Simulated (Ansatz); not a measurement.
SnSe₂ in the rutile structure (space group P4_2/mnm, No. 136; a hypothetical phase, not in the database extracts checked)

SnSe2 has the tetragonal space group P4₂/mnm (No. 136), the rutile structure, Pearson symbol tP6. Lattice parameters: a = 6.4151 Å, b = 6.4151 Å, c = 3.9945 Å, α = 90.00°, β = 90.00°, γ = 90.00°. Sn on 2a sees 6 Se at 2.666–2.769 Å (octahedral). Se on 4f has 3 Sn at 2.666–2.769 Å. (Neighbours: up to the widest gap in distance over summed covalent radii, below 1.35, at either atom; cation-cation and far metal-metal contacts left out.)

Computed with PBEsol (Ansatz, a first-principles code; PAW; 420 eV plane waves; no SOC). Γ-centred 7×7×12 mesh, Fermi–Dirac width 0.05 eV.

The volume per atom is 27.40 Å³ and the density is 5.59 g/cm³. The band gap is zero and the total energy is -5599.533 eV/atom (σ→0; compares only within this code and set-up).

No phonon test of stability was made. The final runs are not spin-polarised. A zero or small gap of SnSe2 can be the functional's error rather than a property of the material.
